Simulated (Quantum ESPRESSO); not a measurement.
# Short convergence ladders for Be₂Ag (R3m, 6 atoms in the cell)

```
CELL_PARAMETERS angstrom
      0.00000     3.18048     3.18048
      3.18048     0.00000     3.18048
      3.18048     3.18048     0.00000
ATOMIC_POSITIONS crystal
  Be 0.62500 0.62500 0.12500
  Be 0.62500 0.12500 0.62500
  Be 0.62954 0.62954 0.62954
  Be 0.12500 0.62500 0.62500
  Ag 0.25000 0.25000 0.25000
  Ag 0.00000 0.00000 0.00000
```

Base method: LDA (PZ), GBRV 1.5 ultrasoft (LDA) pseudopotentials (plane waves; Quantum ESPRESSO).

Base settings: ecutwfc = 40 Ry; ecutrho = 320 Ry; occupations = smearing; smearing = fd; degauss = 0.0073499 Ry; potentials = {Be: be_lda_v1.4.uspp.F.UPF, Ag: ag_lda_v1.4.uspp.F.UPF}; K_POINTS = automatic 4 4 4 0 0 0; conv_thr = 1e-10 Ry.

The count of work is k-points × plane waves × bands × iterations; it is no time. Core times come from one kind of shared machine, to one figure; runs under 30 s give none.

**The k-point mesh**

The second cell is the first with its lattice scaled by 0.98.

Only quantities that move along the ladder and can be compared are tabulated.

```csv
K_POINTS,free energy less the last step's (meV/atom),energy of the compressed cell less the first (meV/atom),pressure (GPa),largest difference of a force vector from the last step's (eV/Å),count of work / last,core time / last (rough)
automatic 2 2 2 0 0 0,10.62,-14.77,-9.35,0.019,0.034,–
automatic 4 4 4 0 0 0,5.72,-2.68,-6.26,0.006,0.11,0.3
automatic 5 5 5 0 0 0,8.49,-4.42,-6.64,0.004,0.16,0.3
automatic 7 7 7 0 0 0,1.42,-5.44,-6.85,0.001,0.38,0.5
automatic 9 9 9 0 0 0,-0.78,-5.19,-6.78,0.001,0.73,1
automatic 10 10 10 0 0 0,0.00,-5.33,-6.82,0.000,1.0,1
```

Coarsest K_POINTS that holds the energy of the compressed cell less the first within 0.5 meV/atom of the last step, with all finer ones: automatic 7 7 7 0 0 0, at 0.38 of the last step's count of work; the step before is off by 0.91 meV/atom.

Coarsest K_POINTS that holds the free energy within 2 meV/atom of the last step, with all finer ones: automatic 7 7 7 0 0 0, at 0.38 of the last step's count of work; the step before is off by 8.5 meV/atom.

Coarsest K_POINTS that holds the forces within 0.01 eV/Å of the last step, with all finer ones: automatic 4 4 4 0 0 0, at 0.11 of the last step's count of work and about 0.3 of the last step's time; the step before is off by 0.019 eV/Å.

The energy difference between the two cells stays within 1 meV/atom of the last step's from automatic 5 5 5 0 0 0 on, the total only from automatic 9 9 9 0 0 0 on: much of the error is common to both cells and cancels.

**The k-point mesh at a smearing width of 0.02 eV**

In this ladder: degauss = 0.00147 Ry.

Only quantities that move along the ladder and can be compared are tabulated.

```tsv
K_POINTS	free energy less the last step's (meV/atom)	pressure (GPa)	largest difference of a force vector from the last step's (eV/Å)	count of work / last	core time / last (rough)
automatic 3 3 3 0 0 0	-19.96	-6.36	0.007	0.034	–
automatic 5 5 5 0 0 0	12.78	-6.58	0.009	0.10	0.2
automatic 7 7 7 0 0 0	4.61	-7.01	0.004	0.23	0.2
automatic 12 12 12 0 0 0	0.00	-6.87	0.000	1.0	1
```

Coarsest K_POINTS that holds the pressure within 0.2 GPa: not settled: the last two steps still differ by 0.14 GPa, over half the tolerance, so the ladder does not show it.

Coarsest K_POINTS that holds the free energy within 5 meV/atom: not settled: the last two steps still differ by 4.6 meV/atom, over half the tolerance, so the ladder does not show it.

Coarsest K_POINTS that holds the forces within 0.005 eV/Å: not settled: the last two steps still differ by 0.004 eV/Å, over half the tolerance, so the ladder does not show it.

**The SCF threshold**

The mesh stays at the base's, so the ladder's end is converged at best in this setting alone.

Only quantities that move along the ladder and can be compared are tabulated.

```csv
conv_thr,free energy less the last step's (meV/atom),largest difference of a force vector from the last step's (eV/Å),count of work / last
0.0073 Ry,1.94,0.031,0.33
7.3e-05 Ry,0.03,0.005,0.47
7.3e-07 Ry,0.00,0.000,0.67
1e-10 Ry,0.00,0.000,0.80
7.3e-14 Ry,0.00,0.000,1.0
```

Coarsest conv_thr that holds the free energy within 1 meV/atom of the last step, with all finer ones: 7.3e-05 Ry; the step before is off by 1.9 meV/atom.

Coarsest conv_thr that holds the forces within 0.01 eV/Å of the last step, with all finer ones: 7.3e-05 Ry; the step before is off by 0.031 eV/Å.

On the base run: the starting cell comes from a database of computed structures (which also holds hypothetical and non-ambient phases and stackings), without a prior relaxation at this level. Its lattice was rescaled by up to half a per cent. One atom was moved a little off its site on purpose. In the base run, with a pressure of about -6 GPa the cell is away from its equilibrium volume at this level. Without a gap this mesh is coarse (it stands for a supercell whose shortest vector is 18 Å).
